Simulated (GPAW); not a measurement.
Worked example: self-consistent single point of Hf2SbP (P6_3/mmc, 8 atoms in the cell) in GPAW.

Level of theory: PBEsol, GPAW PAW datasets PBEsol (made by gpaw-setup) (plane waves; GPAW 25.7.0).

```
Hf2SbP
1.0
    3.83966     0.00000     0.00000
   -1.91983     3.32524     0.00000
    0.00000     0.00000    13.21089
Hf Sb P
4 2 2
Direct
  0.66667   0.33333   0.89774
  0.33333   0.66667   0.10226
  0.33333   0.66667   0.39774
  0.66667   0.33333   0.60226
  0.33333   0.66667   0.75000
  0.66667   0.33333   0.25000
  0.00000   0.00000   0.00000
  0.00000   0.00000   0.50000
```

Reference input (self-consistent single point, DFT LDA (Perdew-Wang 92), plane waves, GPAW PAW datasets LDA (gpaw-data 1.0.1)): mode = pw; ecut = 550 eV; xc = LDA; kpts = 5 5 2; mesh shift (steps) = 0 0 0; occupations.name = fermi-dirac; occupations.width = 0.1 eV; nbands = -12; symmetry.symmorphic = false; symmetry.tolerance = 0.0005; maxiter = 120. This run's input differs from it in these lines:

```diff
@@ -19,3 +19,3 @@
 calc = GPAW(mode=PW(550),
-            xc='LDA',
+            xc='PBEsol',
             kpts={'size': (5, 5, 2), 'gamma': True},
```

Its files differ too (potentials: GPAW PAW datasets PBEsol (made by gpaw-setup)).

The program printed (abridged):

```
     iter     time        total  log10-change:
                         energy   eigst   dens
iter:   1 --:--:--   -62.521271
iter:   2 --:--:--   -62.562416   -0.40  -1.33
iter:   3 --:--:--   -61.834726   -0.46  -1.35
iter:   4 --:--:--   -61.756123   -2.11  -1.72
iter:   5 --:--:--   -62.298670   -1.02  -1.66
iter:   6 --:--:--   -61.924495   -0.84  -1.56
iter:   7 --:--:--   -61.846883   -2.05  -2.08
iter:   8 --:--:--   -61.808103   -3.09  -2.26
iter:   9 --:--:--   -61.795993   -2.93  -2.47
iter:  10 --:--:--   -61.798009c  -2.16  -2.58
iter:  11 --:--:--   -61.790185c  -3.03  -2.67
iter:  12 --:--:--   -61.788913c  -4.81  -3.00
iter:  13 --:--:--   -61.789601c  -3.36  -3.22
iter:  14 --:--:--   -61.788936c  -5.12  -3.18
   [... 7 lines left out ...]
iter:  22 --:--:--   -61.788537c  -5.25  -3.70
iter:  23 --:--:--   -61.788560c  -5.62  -3.74
iter:  24 --:--:--   -61.788527c  -5.90  -3.81
iter:  25 --:--:--   -61.788530c  -5.17  -3.97
iter:  26 --:--:--   -61.788545c  -5.56  -4.11c
iter:  27 --:--:--   -61.788535c  -5.95  -4.08c
iter:  28 --:--:--   -61.788533c  -6.73  -4.45c
iter:  29 --:--:--   -61.788533c  -6.59  -4.46c
iter:  30 --:--:--   -61.788531c  -6.79  -4.62c
iter:  31 --:--:--   -61.788531c  -8.72c -4.61c
Converged after 31 iterations.

Dipole moment: (0.000000, 0.000000, -0.000000) |e|*Ang

Energy contributions relative to reference atoms: (reference = -2010032.851679)

Kinetic:        +13.895096
Potential:      -15.459723
External:        +0.000000
XC:             -58.563575
Entropy (-ST):   -0.071283
Local:           -1.624687
SIC:             +0.000000
--------------------------
Free energy:    -61.824173
Extrapolated:   -61.788531

Showing only first 2 kpts
 Kpt  Band  Eigenvalues  Occupancy
  0    42      9.25111    1.40073
  0    43      9.29905    1.18276
  0    44      9.29905    1.18275
  0    45     10.22521    0.00027

  1    42      9.41429    0.62746
  1    43      9.41429    0.62746
  1    44      9.41431    0.62736
  1    45      9.41431    0.62736

Fermi level: 9.33601

No gap
   [... lines left out ...]
  2 Hf    0.00000    0.00000    0.07955
  3 Hf   -0.00000   -0.00000   -0.07955
  4 Sb    0.00000    0.00000    0.00000
  5 Sb   -0.00000   -0.00000   -0.00000
  6 P    -0.00000   -0.00000    0.00000
  7 P    -0.00000   -0.00000    0.00000

Stress tensor:
     0.038223     0.000000     0.000000
     0.000000     0.038223     0.000000
     0.000000     0.000000     0.035912
Stress (GPa, Voigt): [6.124  6.124  5.7537 0.     0.     0.    ]
```

The run converged in 31 iterations. GPAW prints stress with tension positive. Against the reference run the pressure goes from -9.00 to -6.00 GPa and the largest force goes from 0.124 to 0.080 eV/Å.

The starting cell comes from a database of computed structures (which also holds hypothetical and non-ambient phases and stackings), without a prior relaxation at this level. Its lattice was rescaled by a random factor within 2.5 % of one. With a pressure of about -6 GPa the cell is away from its equilibrium volume at this level.

Cost on one core of a shared machine: roughly 4 min.
